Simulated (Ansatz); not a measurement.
The parent structure is Hf in the hcp (Mg type) structure (space group P6_3/mmc, No. 194; relaxed with 0.1 eV smearing).

```
CELL_PARAMETERS angstrom
      3.20400     0.00000     0.00000
     -1.60200     2.77474     0.00000
      0.00000     0.00000     5.07257
ATOMIC_POSITIONS crystal
  Hf 0.66667 0.33333 0.75000
  Hf 0.33333 0.66667 0.25000
```

Cartesian axes are those of the cell as printed.

All numbers come from Ansatz (a program for electronic structure) PBE, no SOC.

For the base:

The pressure is 0.0 GPa.

Now apply this change: uniaxial strain ε_zz = −1.00 %, all other strain components held at zero, atoms relaxed at fixed cell.

Problem. Estimate the effect on the pressure.

Solution. The pressure (mean of the normal stresses, compression positive) goes from zero to 1.1 GPa.

Problem. Estimate the effect on the energy relative to the base.

Solution. The energy goes up by 1.4 meV/atom.

No phonon test of stability was made. The final runs are not spin-polarised.
